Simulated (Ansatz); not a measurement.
Si vacancy + Sb interstitial + Si interstitial (silicon host)

Level of theory: PBE, PAW (plane waves to 420 eV; Ansatz, a quantum-chemistry and plane-wave program). The supercell holds 216 host sites (3×3×3 repeats of a cell of 8 atoms), with a 2×2×2 shifted k-point sampling for the final energies. Site at the start: a built cluster, 2.4 Å across. Charged cells carry a point-charge image correction with potential alignment at far atoms. Dielectric constants: PBE linear response of the host. Host gap at this level: 0.61 eV. These values are not converged in cell size to better than tenths of an eV. The semilocal functional narrows the gap, so deep levels can fall outside it. Spin–orbit coupling is left out, which matters for these heavy elements. Each state is the lowest found from its start.

Formation energies E_f are given with the Fermi level at the valence-band maximum. Chemical conditions: host crystal and elements as references (Δμ(Sb) = 0.00 eV; Sb taken from its element, since no compound that bounds it was computed at this level; only phases computed here count, gases as isolated molecules at 0 K). Reference phases: Sb: rhombohedral Sb.

The name describes the start; the neighbours show where the atoms ended.

Charges with a result: +1, 0, −1. Others weren't obtained, and one of them could lie lower, also by skipping a charge.

```
charge         moment (μB)  point group  largest move off a lattice site (Å)    neighbours of the last Si atom of the defect at the end (Å)  image correction with alignment (eV)  E_f, host crystal and elements as references (eV)  above the lowest spin state (eV)
------  ------------------  -----------  -----------------------------------  -------------------------------------------------------------  ------------------------------------  -------------------------------------------------  --------------------------------
+1                     0.0           Cs                                 0.46  Si 2.36, Sb 2.65, Si 2.69, Si 2.70, Si 2.75, Si 2.75, Si 2.75                                  0.19                                               4.16                              0.00
+1      not spin-polarised           Cs                                 0.46  Si 2.36, Sb 2.65, Si 2.69, Si 2.70, Si 2.75, Si 2.75, Si 2.75                                  0.19                                               4.16                              0.00
0                      1.0           Cs                                 0.55  Si 2.32, Si 2.58, Si 2.58, Sb 2.66, Si 2.75, Si 2.89, Si 2.89                                  0.00                                               4.49                              0.00
−1†     not spin-polarised            –                                 0.62  Si 2.29, Si 2.49, Si 2.50, Sb 2.66, Si 2.76, Si 2.99, Si 2.99                                 -0.02                                                  –                              0.00
```

† Not settled in this cell, so no level is given: charge −1: level within 0.1 eV of a band edge or past it.

Point groups are those of the whole cell at tolerances of 0.03 and 0.1 Å ("near" where only the looser one holds); none is given for unsettled states.

Starting moments that weren't kept: charge +1 began with 2 μB and ended with 0.0.

Transition levels above the valence-band maximum: ε(+1/0) = 0.33 eV. On the lower envelope of the bound states, inside the gap: (+1/0) at 0.33 eV.
